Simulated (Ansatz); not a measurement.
# PbSe: pressure −1 GPa

The parent structure is PbSe in the rock salt structure (space group Fm-3m, No. 225; a = 6.217 Å).

Now apply this change: hydrostatic tension (pressure −1 GPa).

Computed with Ansatz (an electronic-structure program) PBE, no SOC. Γ-centred 9×9×9 mesh, Fermi–Dirac width 0.05 eV.

| quantity | base | changed | shift |
|---|---|---|---|
| lattice parameter a | 6.217 Å | 6.265 Å | +0.048 Å |
| shortest interatomic distance | 3.109 Å | 3.132 Å | +0.0238 Å |
| enthalpy H = E + PV relative to the base's energy | – | -0.19 eV/atom | – |
| band gap | 0.43 eV | 0.50 eV | +0.064 eV |
| gap character | direct at L | direct at L | – |
| mean gap deformation potential ΔEg/Δln V | – | +2.8 eV | – |
| width of the top valence band | 2.92 eV | 2.77 eV | -0.15 eV |
| electron mass | 0.15 mₑ along k, 0.12 mₑ across (at L) | 0.17 mₑ along k, 0.13 mₑ across (at L) | – |
| hole mass | 0.18 mₑ along k, 0.11 mₑ across (at L) | 0.21 mₑ along k, 0.12 mₑ across (at L) | – |
| valley order (the lowest conduction-band minima on the path, energy above the VBM, named in the base's zone) | L along ⟨111⟩ 0.43 eV; a point along ⟨110⟩, about 0.6 Å⁻¹ from Γ 1.22 eV; a point along ⟨100⟩, about 0.4 Å⁻¹ from Γ 1.95 eV | L along ⟨111⟩ 0.50 eV; a point along ⟨110⟩, about 0.6 Å⁻¹ from Γ 1.26 eV; a point along ⟨100⟩, about 0.4 Å⁻¹ from Γ 1.98 eV | – |

Final structure:

```xyz
2
Lattice="0.0000 3.1324 3.1324 3.1324 0.0000 3.1324 3.1324 3.1324 0.0000" Properties=species:S:1:pos:R:3 pbc="T T T"
Se     0.0000     0.0000     0.0000
Pb     3.1324     3.1324     3.1324
```

Cost of the whole job for the changed cell (relaxation, final SCF and bands): very roughly 23 core-seconds.

Spin-orbit coupling, missing from the scalar runs, can matter with Pb. Load acts through the strain it causes; cell and atoms are relaxed under it. Masses are band curvatures over ±0.01 Å⁻¹ around the edge. Along k means along the line from Γ to the band edge. No phonon test of stability was made.
